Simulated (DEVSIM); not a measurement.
Device: Schottky contact on n-type Si, at 250 K.

Layer 1 from the left is Si, thickness (μm) 8.00, Nd (cm⁻³) 5.2e15, τn (s) 2.4e-7, τp (s) 2.4e-7.

Left contact: Schottky, work function 4.9 eV, emission velocity 1.8e6 cm/s. Right contact: ohmic. Voltage is applied to the left contact. Recombination: SRH at mid-gap, Auger. Mobility is μmin + (μ − μmin)/(1 + (N/Nref)^α).

Constants are typed, rounded textbook-type inputs, not results; the design itself was drawn at random and stands for no fabricated device. Values at 300 K; Nc and Nv go as T^1.5, mobilities as T to minus their exponent, the gap by Varshni's rule with the affinity fixed.

Si: gap (eV) 1.124, affinity (eV) 4.05, permittivity 11.7, Nc (cm⁻³) 2.86e19, Nv (cm⁻³) 3.1e19, μn (cm²/Vs) 1417, μp (cm²/Vs) 470, μn,min 52, μp,min 45, Nref,n 9.7e16, Nref,p 2.2e17, αn 0.68, αp 0.72, T exponent of μn 2.3, T exponent of μp 2.2, Cn (cm⁶/s) 2.8e-31, Cp (cm⁶/s) 9.9e-32, Varshni α (eV/K) 0.000473, Varshni β (K) 636.

**Question.** Estimate by hand the built-in potential, the peak field at zero bias, the capacitance at -3 V, and compare with a numerical solution.

**Answer.** 
- Built-in potential: barrier φB = 0.850 eV; Vbi = φB − kT/q ln(N_band/N) = 0.670 V; numerical 0.670 V.
- Peak field at zero bias: depletion approximation: W = √(2εVbi/(qN)) = 0.408 μm with N = 5.20e15 cm⁻³; field = 2Vbi/W = 32800 V/cm; numerical 32300 V/cm (estimate above by 1.8 %).
- Capacitance at -3 V: C = √(qεN / 2(Vbi + |V|)) = 10.8 nF/cm²; numerical 10.9 nF/cm².

Simulated with DEVSIM: 1D drift-diffusion, Boltzmann statistics, complete ionisation; no tunnelling, impact ionisation, image-force lowering or self-heating. Metal contacts follow the ideal Schottky-Mott rule: no Fermi-level pinning, no interface dipoles.
